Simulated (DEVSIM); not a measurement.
Device: illuminated GaAs p-on-n cell, one wavelength, at 300 K.

Layer 1 from the left is GaAs, thickness (μm) 0.0760, Na (cm⁻³) 1.1e18, τn (s) 4.5e-11, τp (s) 6.1e-10, absorption coefficient (cm⁻¹) 5000. Layer 2 from the left is GaAs, thickness (μm) 3.80, Nd (cm⁻³) 3e16, τn (s) 1.8e-9, τp (s) 1.8e-9, absorption coefficient (cm⁻¹) 5000.

Left contact: ohmic, minority electron recombination velocity 2e5 cm/s. Right contact: ohmic, minority hole recombination velocity 10000 cm/s. Voltage is applied to the left contact. Recombination: SRH at mid-gap, radiative, Auger. Light enters at the left, 7.9e17 photons cm⁻² s⁻¹, one pass, no reflection. Mobility is constant in doping.

Constants are typed, rounded textbook-type inputs, not results; the design itself was drawn at random and stands for no fabricated device. Values at 300 K.

GaAs: gap (eV) 1.424, affinity (eV) 4.07, permittivity 12.9, Nc (cm⁻³) 4.7e17, Nv (cm⁻³) 9e18, μn (cm²/Vs) 8500, μp (cm²/Vs) 400, B (cm³/s) 2e-10, Cn (cm⁶/s) 1e-30, Cp (cm⁶/s) 1e-30.

Simulated with DEVSIM: 1D drift-diffusion, Boltzmann statistics, complete ionisation; no tunnelling, impact ionisation, image-force lowering or self-heating.

Dark forward current:

| |V| (V) | |J| (A/cm²) |
|---|---|
| 0.05 | 2.187e-10 |
| 0.10 | 7.606e-10 |
| 0.15 | 2.199e-9 |
| 0.20 | 6.076e-9 |
| 0.25 | 1.656e-8 |
| 0.30 | 4.498e-8 |
| 0.35 | 1.221e-7 |
| 0.40 | 3.321e-7 |
| 0.45 | 9.048e-7 |
| 0.50 | 2.472e-6 |
| 0.55 | 6.775e-6 |
| 0.60 | 1.865e-5 |
| 0.65 | 5.166e-5 |
| 0.70 | 0.0001444 |
| 0.75 | 0.0004098 |
| 0.80 | 0.001197 |
| 0.85 | 0.003688 |
| 0.90 | 0.01253 |
| 0.95 | 0.04945 |
| 1.00 | 0.2332 |
| 1.05 | 1.283 |
| 1.10 | 7.720 |
| 1.15 | 45.96 |
| 1.20 | 227.7 |
| 1.25 | 889.7 |
| 1.30 | 3178 |

Task: Work out the local ideality factor n = ΔV / (kT/q · ln(J2/J1)) between the rows 0.15 and 0.20 V, 1.05 and 1.10 V, 1.25 and 1.30 V.

Result: kT/q = 25.85 mV. From 0.15 to 0.20 V: ln(6.076e-9/2.199e-9) = 1.016, n = 1.90, near the 2 of recombination in the depletion region. From 1.05 to 1.10 V: ln(7.720/1.283) = 1.795, n = 1.08, near the 1 of diffusion or emission over a barrier. From 1.25 to 1.30 V: ln(3178/889.7) = 1.273, n = 1.52; the layers' resistance at their doping, Σ W/(qμN) = 9.4e-6 Ω cm², would take 22 mV of this step of 50 mV.

Task: What current could the absorbed light give at most, and what share is collected?

Result: Σ αd = 1.94, so qΦ(1 − exp(−Σ αd)) = 108 mA/cm². The simulated short-circuit current is 62.57 mA/cm², a share of 0.58.

Task: Estimate the open-circuit voltage by superposition: the voltage at which the dark current equals that short-circuit current.

Result: Interpolating ln J in the table gives 0.958 V. The simulation gives 0.955 V; the estimate lies 3 mV above. Superposition holds where collection doesn't change with voltage.

Task: Estimate the fill factor from FF0 = (v − ln(v + 0.72))/(v + 1), v = qVoc/(nkT), with n from the dark curve.

Result: The rows about Voc, 0.95 and 1.00 V, give n = 1.25, so v = 29.6 and FF0 = 0.856. The simulation gives 0.790; the estimate lies 8.3 % above.
